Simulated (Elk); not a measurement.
Worked example: self-consistent single point of SnSe2 (P-3m1, 3 atoms in the cell) in Elk.

Method: PBEsol, all-electron FP-LAPW, Elk's shipped species files, LAPW+lo basis run with Elk 10.2.4.

```yaml
crystal:
  lattice:
    - [3.76391, 0.00000, 0.00000]
    - [-1.88196, 3.25964, 0.00000]
    - [0.00000, 0.00000, 6.35422]
  atoms:
    - { symbol: Sn, position: [0.00000, 0.00000, 0.00000] }
    - { symbol: Se, position: [0.66667, 0.33333, 0.75710] }
    - { symbol: Se, position: [0.33333, 0.66667, 0.24290] }
```

Reference input (self-consistent single point, DFT, PBE, all-electron FP-LAPW, Elk's shipped species files, LAPW+lo basis): xctype = 20; rgkmax = 7.5; stype = 0; swidth = 0.0001 Ha; ngridk = 8 8 4; gmaxvr = 16 1/bohr; nxoapwlo = 1; rmtscf = 0.95. This run's input differs from it in these lines:

```diff
@@ -4,3 +4,3 @@
 xctype
-  20
+  22
```

Log, with long lists cut:

```
│ Self-consistent loop started │
│ Loop number : 1 │
 total energy                :     -11041.8649064
│ Loop number : 2 │
 total energy                :     -11041.8693962
RMS change in Kohn-Sham potential (target) :   0.1416465081     (  0.1000000000E-05)
Absolute change in total energy (target)   :   0.4489777755E-02 (  0.1000000000E-03)
│ Loop number : 3 │
 total energy                :     -11041.6021159
RMS change in Kohn-Sham potential (target) :   0.1369556913     (  0.1000000000E-05)
Absolute change in total energy (target)   :   0.2661578046     (  0.1000000000E-03)
│ Loop number : 4 │
   [... lines left out ...]
Absolute change in total energy (target)   :   0.1110689560E-02 (  0.1000000000E-03)
│ Loop number : 13 │
 total energy                :     -11033.6728208
RMS change in Kohn-Sham potential (target) :   0.2594165481E-06 (  0.1000000000E-05)
Absolute change in total energy (target)   :   0.2406068743E-03 (  0.1000000000E-03)
│ Loop number : 14 │
 total energy                :     -11033.6728287
RMS change in Kohn-Sham potential (target) :   0.8042007243E-07 (  0.1000000000E-05)
Absolute change in total energy (target)   :   0.5225925634E-04 (  0.1000000000E-03)
Convergence targets achieved

│ Loop number : 15 │

Energies :
 Fermi                       :     0.169019876731
 total energy                :     -11033.6728230

Density of states at Fermi energy :   0.8535412023E-05
 (states/Hartree/unit cell)

Estimated indirect band gap :   0.2832070609E-01
 from k-point     12 to k-point     30
Estimated direct band gap   :   0.4499084871E-01
 at k-point     15

Charges :
 core                        :    66.00000000
 valence                     :    52.00000000
 interstitial                :    5.906333771
 muffin-tins (core leakage)
  species :    1 (Sn)
   atom    1                 :    47.81546866     (  0.1466017951E-03)
  species :    2 (Se)
   atom    1                 :    32.13909878     (  0.1290474501E-03)
   atom    2                 :    32.13909878     (  0.1290474501E-03)
 total in muffin-tins        :    112.0936662
 total calculated charge     :    117.9775360
 total charge                :    118.0000000
 error                       :   0.2246400445E-01

│ Self-consistent loop stopped │
```

The run converged in 15 iterations. The count includes the last loop, which Elk runs after its targets are met. Against the reference run the gap on the mesh goes from 0.837 to 0.771 eV.

The starting cell comes from a database of computed structures (which also holds hypothetical and non-ambient phases and stackings), without a prior relaxation at this level. Its lattice was rescaled by a random factor within 2.5 % of one. Values depend on the basis (sphere radii, cutoffs, local orbitals), which need not be converged.
